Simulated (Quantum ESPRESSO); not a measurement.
Checking a run of Quantum ESPRESSO on Y₄Zr₃O₁₂ (P-1, 19 atoms in the cell). The aim is a self-consistent single point with DFT, PBEsol, plane waves, GBRV 1.5 ultrasoft (PBESOL) pseudopotentials.

Cell that was meant: a = 6.3914 Å, b = 6.4368 Å, c = 6.6113 Å, α = 99.84°, β = 98.50°, γ = 99.62°.

Part of the input:

```fortran
/
&electrons
 conv_thr = 1.0d-10,
 mixing_beta = 1.0,
 mixing_ndim = 2,
/
ATOMIC_SPECIES
Y     88.9058  y_pbesol_v1.4.uspp.F.UPF
```

The program printed (abridged):

```
     Message from routine setup:
     using ibrav=0 with symmetry is DISCOURAGED, use correct ibrav instead
     G-vector sticks info
   [... lines left out ...]
        k(   12) = (   0.3333333  -0.2791929  -0.0062888), wk =   0.1481481
        k(   13) = (   0.3333333  -0.2791929   0.3262921), wk =   0.1481481
        k(   14) = (   0.3333333  -0.2791929  -0.3388696), wk =   0.1481481

     Dense  grid:   169499 G-vectors     FFT dimensions: (  72,  72,  72)

     Smooth grid:    59931 G-vectors     FFT dimensions: (  50,  50,  54)

     Initial potential from superposition of free atoms

     starting charge     151.9776, renormalised to     152.0000

     negative rho (up, down):  1.820E-01 0.000E+00
     Self-consistent Calculation

     iteration #  1     ecut=    40.00 Ry     beta= 1.00

---- Real-time Memory Report at c_bands before calling an iterative solver
           596 MiB given to the printing process from OS
           282 MiB allocation reported by mallinfo(arena+hblkhd)
------------------

     negative rho (up, down):  1.937E-01 0.000E+00

     total energy              =   -1054.20210824 Ry
     estimated scf accuracy    <       6.57120993 Ry

     iteration #  2     ecut=    40.00 Ry     beta= 1.00

   [... lines left out ...]
           268 MiB allocation reported by mallinfo(arena+hblkhd)
------------------

     negative rho (up, down):  1.947E-01 0.000E+00

     total energy              =   -1058.03332059 Ry
     estimated scf accuracy    <       0.00000001 Ry

     iteration # 28     ecut=    40.00 Ry     beta= 1.00

---- Real-time Memory Report at c_bands before calling an iterative solver
           784 MiB given to the printing process from OS
           268 MiB allocation reported by mallinfo(arena+hblkhd)
------------------

     negative rho (up, down):  1.947E-01 0.000E+00
     End of self-consistent calculation

     highest occupied, lowest unoccupied level (ev):     8.7028   12.7945

!    total energy              =   -1058.03332059 Ry
     estimated scf accuracy    <          5.7E-11 Ry

     convergence has been achieved in  28 iterations

     negative rho (up, down):  1.947E-01 0.000E+00

     Forces acting on atoms (cartesian axes, Ry/au):

     atom    1 type  1   force =    -0.00287176    0.00144236   -0.00225445
     atom    2 type  1   force =     0.00287176   -0.00144236    0.00225445
     atom    3 type  1   force =    -0.00376535    0.00217885   -0.00091983
     atom    4 type  1   force =     0.00376535   -0.00217885    0.00091983
     atom    5 type  2   force =     0.00000000    0.00000000    0.00000000
   [... lines left out ...]
     Total force =     0.025540     Total SCF correction =     0.000025
   [... lines left out ...]

     negative rho (up, down):  1.947E-01 0.000E+00
          total   stress  (Ry/bohr**3)                   (kbar)     P=      -81.82
  -0.00056807  -0.00000545   0.00001321          -83.57       -0.80        1.94
  -0.00000545  -0.00057231  -0.00000687           -0.80      -84.19       -1.01
   0.00001321  -0.00000687  -0.00052822            1.94       -1.01      -77.70

   JOB DONE.
```

Task: Can these results be used? Check the input.

Result: The results can be used. The input holds unsuitable density mixing, which can do harm: too large a step with little history lets the density overshoot, and too small a step makes little progress in the iterations allowed. Here it did none. The run converged in 28 iterations, and against the sound input the free energy is nearly the same (within 1 meV/atom), the pressure stays at -8.18 GPa, the largest force stays at 0.187 eV/Å and the gap on the mesh stays at 4.092 eV. It cost iterations: the sound input took 18.

The sound input it was made from differs as follows (other fixes are possible):
```diff
- mixing_beta = 1.0,
- mixing_ndim = 2,
+ mixing_beta = 0.4,
```

With that input, the run converged in 18 iterations: free energy E − TS -14395.2767 eV; top of the valence band (on the code's own zero) 8.70 eV; gap on the k-point mesh 4.09 eV; pressure -8.18 GPa; largest force (vector length) 0.187 eV/Å (DFT, PBEsol, plane waves, GBRV 1.5 ultrasoft (PBESOL) pseudopotentials).

On the sound input: the starting cell comes from a database of computed structures (which also holds hypothetical and non-ambient phases and stackings), without a prior relaxation at this level. Its lattice was rescaled by a random factor within 2.5 % of one. With a pressure of about -8 GPa the cell is away from its equilibrium volume at this level.
